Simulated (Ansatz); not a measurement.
Ansatz (a quantum-chemistry and plane-wave program) run on Sb (R-3m, 2 atoms in the cell): self-consistent single point.

Method: PBEsol, PAW files made with PBE (plane waves; Ansatz).

```
Sb
1.0
    3.97713    -2.16578     0.00000
    3.97713     2.16578     0.00000
    2.79774     0.00000     3.56101
Sb
2
Direct
  0.23791   0.23791   0.23791
  0.76650   0.76650   0.76650
```

Reference input (self-consistent single point, DFT, PBEsol, plane waves, PAW files made with PBE): basis.ecutwfc = 420 eV; kpoints.mp_grid.grid = 9 9 9; hamiltonian.xc = pbesol; hamiltonian.pseudopotentials = {kind: paw} (the program's default PAW files); scf.occupations.method = fermi_dirac; scf.occupations.width = 0.1 eV. This run's input differs from it in these lines:

Ansatz 0.2 input:
```diff
@@ -11,3 +11,3 @@
 kpoints:
-  mp_grid: { grid: [9, 9, 9] }
+  mp_grid: { grid: [15, 15, 15] }
 hamiltonian:
@@ -16,3 +16,3 @@
 scf:
-  occupations: { method: fermi_dirac, width: 0.1 eV }
+  occupations: { method: methfessel_paxton, width: 0.01 eV }
 output:
```

Log, with long lists cut:

```
SCF iter   1: F=—  HF=-12816.327858 eV  |F-HF|=—  |Δ(HF+E_count)|=         —  Δρ=1.43e-2  dr2=9.67e-2  ethr=3.10e-3  ⟨swp⟩=6.4  Hψ=35482  notcnv=0
all-band conjugate gradients solve this SCF's bands
preconditioner: auto → none
SCF iter   2: F=—  HF=-12816.316587 eV  |F-HF|=—  |Δ(HF+E_count)|=   1.13e-2  S|Δr|=    0.00e0  Δρ=6.89e-3  dr2=2.13e-2  ethr=3.22e-4  ⟨swp⟩=2.0  Hψ=10635  notcnv=0
   [... lines left out ...]
SCF iter   6: F=—  HF=-12816.315653 eV  |F-HF|=—  |Δ(HF+E_count)|=   1.38e-8  S|Δr|=    0.00e0  Δρ=2.07e-5  dr2=2.00e-7  ethr=3.33e-10  ⟨swp⟩=7.1  Hψ=35538  notcnv=0
SCF iter   7: F=-12816.315652 eV  HF=-12816.315652 eV  |F-HF|=1.01e-9  |Δ(HF+E_count)|=   1.37e-7  S|Δr|=    0.00e0  Δρ=2.49e-6  dr2=2.20e-9  ethr=3.33e-10  ⟨swp⟩=5.0  Hψ=24257  notcnv=0
the last iteration of the SCF fills more bands at one k-point than at another …
SCF 1 converged in 7 iterations: F = -12816.315652 eV  dr2 = 2.20e-9
Stability not checked (fill_not_monotonic)
Free energy (F): -12816.315652 eV
Internal energy: -12816.315654 eV  (E = F + TS)
E sigma→0 (E₀):  -12816.315653 eV
Entropy (-TS):   0.000002 eV (0.001 meV/atom)
Fermi energy:    9.880891 eV
--- Forces (eV/Å), atoms counted from 1 ---
  atom   1  Sb    -0.14570633    -0.00000000    -0.04825723
  atom   2  Sb     0.14570633     0.00000000     0.04825723
--- Stress (GPa, compression-positive) ---
       -1.801644       0.000000      -0.196289
        0.000000      -1.208975      -0.000000
       -0.196289      -0.000000      -1.273985
  P = ⅓ Tr σ = -1.4282 GPa (-14.282 kbar)
  The stress holds the Pulay correction. Without it, at fixed plane waves, as pw.x and ABINIT print it: P = -1.4443 GPa
```

The run converged in 7 iterations. Against the reference run the free energy rises by 5.7 meV/atom, the pressure hardly changes (-1.45 to -1.43 GPa) and the largest force moves little (0.151 to 0.153 eV/Å).

The starting cell has typed, rounded lattice constants, without a prior relaxation at this level. Its lattice was rescaled by up to half a per cent. One atom was moved a little off its site on purpose. Ansatz's pressure includes its estimate of the finite-basis (Pulay) stress.
